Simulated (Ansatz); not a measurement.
The reference is GaN in the zinc blende structure (space group F-43m, No. 216; a = 4.498 Å).

Levels (all Ansatz, an electronic-structure program, PAW): PBEsol (420 eV, without spin-orbit coupling); HSE06 (420 eV, spin-orbit coupling left out).

The geometry is relaxed with PBEsol.

- PBEsol lowest conduction level above the VBM at special points = Γ 1.70 eV; X 3.22 eV; L 4.59 eV

### Question
What does HSE06 give at this geometry for the lowest conduction level above the VBM at special points?

### Answer
The lowest conduction level above the VBM at special points becomes Γ 3.00 eV; X 4.45 eV; L 6.12 eV (PBEsol: Γ 1.70 eV; X 3.22 eV; L 4.59 eV).

Single points use the geometry relaxed with PBEsol. The levels and masses belong to the bands next to the band gap. Stability against distortions was not tested. This is not the structure that GaN has at room temperature and ambient pressure.
